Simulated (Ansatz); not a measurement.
Take SnO₂ in the rutile structure (space group P4_2/mnm, No. 136; a = 4.7599 Å, c = 3.2008 Å) as the base. Axes: x, y, z lie along a, b, c of the conventional cell.

The values are results of Kohn–Sham DFT with the r2SCAN functional, run in Ansatz (a first-principles code) with PAW and 500 eV plane waves, no SOC, not measurements.

Base values:

```
Quantity            Value
---------------  --------
Band gap          1.77 eV
Volume per atom  12.09 Å³
```

One thing is altered: biaxial strain −2.80 %, plane normal [001], relaxed out of plane (Cartesian); in-plane vectors clamped, the third vector and the atoms free.

Task: What happens to the band gap?

Result: The band gap grows by 0.30 eV (1.77 eV → 2.07 eV).

Task: Estimate the effect on the volume per atom.

Result: The volume per atom shrinks by 0.42 Å³ (12.09 Å³ → 11.67 Å³).

Stability against distortions was not tested. The base started in Pnnm and relaxed to P4_2/mnm at this level.
